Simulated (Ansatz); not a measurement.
## YN: pressure series

Consider YN in the rock salt structure (space group Fm-3m, No. 225; a = 4.896 Å).

Cell and atoms are relaxed at each pressure.

Level of theory: r2SCAN/PAW in Ansatz (a program for electronic structure), scalar-relativistic without spin-orbit coupling.

```csv
pressure (GPa),volume per atom (Å³/atom)
-2,14.847
-1,14.756
0,14.667
3,14.419
15,13.600
30,12.828
50,?
75,11.314
100,10.736
```

**Question.** Fit the third-order Birch–Murnaghan form P(V) = (3B₀/2)[(V₀/V)^(7/3) − (V₀/V)^(5/3)]·[1 + (3/4)(B₀′ − 4)((V₀/V)^(2/3) − 1)] (squares taken in P) to the rows shown and predict the withheld row.

**Answer.** Least squares on the printed values gives V₀ = 14.667 Å³/atom, B₀ = 171 GPa, B₀′ = 4.0; this predicts 12.049 Å³/atom, and the run gives 12.051 Å³/atom, 0.002 higher.

A case with no gap was solved on a k-mesh chosen for an insulator, which is coarse for it. Load acts through the strain it causes; cell and atoms are relaxed under it. Stability against distortions was not tested. Competing high-pressure phases were not computed. All final runs are without spin polarisation.
